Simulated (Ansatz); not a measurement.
System: KGeF3 (model structure, started from the CsGeCl3 type, R3m, No. 160, 5 atoms in the cell). Method: G0W0@PBEsol (hard PAW, contour deformation, complete-basis limit; Ansatz, a program for electronic structure).

Run with largest k mesh 6×6×6 (not extrapolated in the mesh).

Cell (relaxed with PBEsol):

Space group R3m, hexagonal axes (No. 160); a = b = 6.863 Å, c = 6.837 Å, α = β = 90.00°, γ = 120.00°

```csv
atom,site,symmetry,x,y,z
K,3a,3m,0.0000,0.0000,0.9943
Ge,3a,3m,0.0000,0.0000,0.4927
F,9b,.m,0.2056,0.4113,0.3230
```
(The calculation used a cell of 5 atoms; values per cell refer to that cell.)

Task: Estimate the band gap that the calculation returns.

Result: 
band gap: 7.03 eV (indirect)

Note: filled d or f shells below the valence bands can shift G0W0 gaps through exchange with them, which wasn't tested here; the relaxation could raise the start's symmetry but not lower it, so the cell can be a saddle point; the gap holds a correction of +0.24 eV to the complete basis.

Spin–orbit coupling is not included.

Static lattice: no zero-point or thermal effects.

A model structure was made by putting elements into a prototype or built by hand; it is no filed structure, need not be a known phase, and can be a saddle point held by its symmetry.
